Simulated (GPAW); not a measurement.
# Worked example: self-consistent single point of CdAg3 (R-3m, 4 atoms in the cell) in GPAW

Level of theory: LDA (Perdew-Wang 92), GPAW PAW datasets LDA (gpaw-data 1.0.1) (plane waves; GPAW).

The input file:

```python
from ase import Atoms
from ase.units import GPa
from gpaw import GPAW

atoms = Atoms(['Cd', 'Ag', 'Ag', 'Ag'],
              cell=[[1.483945, 0.856756, 9.494767],
                    [-1.483945, 0.856756, 9.494767],
                    [0.000000, -1.713512, 9.494767]],
              scaled_positions=[[0.000000, 0.000000, 0.000000],
                                [0.751867, 0.751867, 0.751867],
                                [0.248133, 0.248133, 0.248133],
                                [0.500000, 0.500000, 0.500000]],
              pbc=True)

calc = GPAW(mode={'name': 'pw', 'ecut': 600},
            xc='LDA',
            kpts={'size': (8, 8, 8), 'gamma': True},
            occupations={'name': 'fermi-dirac', 'width': 0.136},
            nbands=-8,
            symmetry={'symmorphic': False, 'tolerance': 0.0005},
            maxiter=150)

atoms.calc = calc

energy = atoms.get_potential_energy()
print('Energy (eV):', round(energy, 6))
forces = atoms.get_forces()
print('Forces (eV/Ang):')
print(forces.round(5))
stress = atoms.get_stress()
print('Stress (GPa, Voigt):', (stress / GPa).round(4))
```

Log, with long lists cut:

```
Input parameters:
  kpts: {gamma: True,
         size: (8, 8, 8)}
  maxiter: 150
  mode: {ecut: 600,
         name: pw}
  nbands: -8
  occupations: {name: fermi-dirac,
                width: 0.136}
  symmetry: {symmorphic: False,
             tolerance: 0.0005}

species:
  Cd:
    name: Cadmium
    Z: 48.0
    valence: 12
    core: 36
    charge: 0.0
    file: Cd.LDA.gz

    # Using partial waves for Cd as LCAO basis

  Ag:
    name: Silver
    Z: 47.0
    valence: 17
    core: 30
    charge: 0.0
    file: Ag.LDA.gz

    # Using partial waves for Ag as LCAO basis

Reference energy: -585429.563412  # eV

Spin-paired calculation

Convergence criteria:
 Maximum [total energy] change in last 3 cyles: 0.0005 eV / valence electron
 Maximum integral of absolute [dens]ity change: 0.0001 electrons / valence electron
 Maximum integral of absolute [eigenst]ate change: 4e-08 eV^2 / valence electron
 Maximum number of scf [iter]ations: 150

Symmetries present (total): 12
Symmetries with fractional translations: 0
512 k-points: 8 x 8 x 8 Monkhorst-Pack grid + [1/16,1/16,1/16]
65 k-points in the irreducible part of the Brillouin zone
       k-points in crystal coordinates                weights
   0:     0.00000000    0.00000000    0.00000000          1/512
   1:     0.12500000    0.00000000   -0.12500000          6/512
   2:     0.12500000    0.00000000    0.00000000          6/512
   [... 7 lines left out ...]
          ...
  64:     0.50000000    0.50000000    0.50000000          1/512

Wave functions: Plane wave expansion
  Cutoff energy: 600.000 eV
  Number of coefficients (min, max): 2371, 2442
  Pulay-stress correction: 0.000000 eV/Ang^3 (de/decut=0.000000)

Occupation numbers: Fermi-Dirac:
  width: 0.1360  # eV

Eigensolver

Densities:
  Coarse grid: 56*56*56 grid
  Fine grid: 112*112*112 grid
  Total Charge: 0.000000

Density mixing:
  Method: separate
  Backend: pulay
  Linear mixing parameter: 0.05
  old densities: 5
  Damping of long wavelength oscillations: 50

Hamiltonian:
  XC and Coulomb potentials evaluated on a 112*112*112 grid
  External potential:
    NoExternalPotential

Number of atoms: 4
Number of atomic orbitals: 45
Number of bands in calculation: 39
Number of valence electrons: 63
Bands to converge: occupied

Density initialized from atomic densities
  39 bands from LCAO basis set

Atomic positions and initial magnetic moments

Positions:
   0 Cd     0.000000    0.000000    0.000000    ( 0.0000,  0.0000,  0.0000)
   1 Ag    -0.000000    0.000000   21.416406    ( 0.0000,  0.0000,  0.0000)
   2 Ag     0.000000   -0.000000    7.067895    ( 0.0000,  0.0000,  0.0000)
   3 Ag     0.000000    0.000000   14.242150    ( 0.0000,  0.0000,  0.0000)

Unit cell:
           periodic     x           y           z      points  spacing
  1. axis:    yes    1.483945    0.856756    9.494767    56     0.0457
  2. axis:    yes   -1.483945    0.856756    9.494767    56     0.0457
  3. axis:    yes    0.000000   -1.713512    9.494767    56     0.0457

  Lengths:   9.648146   9.648146   9.648146
  Angles:   17.695136  17.695136  17.695136

Effective grid spacing dv^(1/3) = 0.0744

     iter     time        total  log10-change:
                         energy   eigst   dens
iter:   1 --:--:--   -14.514850
iter:   2 --:--:--   -14.271512   -2.06  -1.49
iter:   3 --:--:--   -13.565911   -1.65  -1.52
iter:   4 --:--:--   -13.506750   -2.75  -1.92
iter:   5 --:--:--   -13.501627   -2.81  -1.90
iter:   6 --:--:--   -13.491035c  -3.40  -2.20
iter:   7 --:--:--   -13.463620   -3.18  -2.44
iter:   8 --:--:--   -13.458234   -3.80  -2.92
iter:   9 --:--:--   -13.458302c  -5.21  -3.34
iter:  10 --:--:--   -13.458302c  -6.47  -3.62
iter:  11 --:--:--   -13.458289c  -5.09  -3.66
iter:  12 --:--:--   -13.458207c  -6.69  -3.94
iter:  13 --:--:--   -13.458211c  -7.11  -3.94
iter:  14 --:--:--   -13.458209c  -6.68  -3.96
iter:  15 --:--:--   -13.458278c  -6.97  -4.06c
iter:  16 --:--:--   -13.458264c  -7.47c -4.23c

Converged after 16 iterations.

Dipole moment: (-0.000000, 0.000000, 0.000000) |e|*Ang

Energy contributions relative to reference atoms: (reference = -585429.563412)

Kinetic:        -12.283443
Potential:       +9.167971
External:        +0.000000
XC:             -10.799381
Entropy (-ST):   -0.074481
Local:           +0.493830
SIC:             +0.000000
--------------------------
Free energy:    -13.495504
Extrapolated:   -13.458264

Showing only first 2 kpts
 Kpt  Band  Eigenvalues  Occupancy
  0    29      4.03486    2.00000
  0    30      4.67690    2.00000
  0    31      4.67691    2.00000
  0    32      6.86863    1.99777

  1    29      4.42276    2.00000
  1    30      4.67853    2.00000
  1    31      4.84876    2.00000
  1    32      9.25363    0.00004

Fermi level: 7.79319

No gap
No difference between direct/indirect transitions
Energy (eV): -13.458264

Forces in eV/Ang:
  0 Cd    0.00000    0.00000    0.00000
  1 Ag    0.00000   -0.00000    0.08545
  2 Ag   -0.00000    0.00000   -0.08545
  3 Ag    0.00000    0.00000    0.00000

Stress tensor:
     0.050320     0.000000    -0.000000
     0.000000     0.050320    -0.000000
    -0.000000    -0.000000     0.046517
Stress (GPa, Voigt): [ 8.0621  8.0621  7.4529 -0.     -0.      0.    ]
```

The run converged in 16 iterations. GPAW prints stress with tension positive.

The starting cell comes from a database of computed structures (which also holds hypothetical and non-ambient phases and stackings), without a prior relaxation at this level. With a pressure of about -8 GPa the cell is away from its equilibrium volume at this level.

Cost on one core of a shared machine: roughly 10 min.
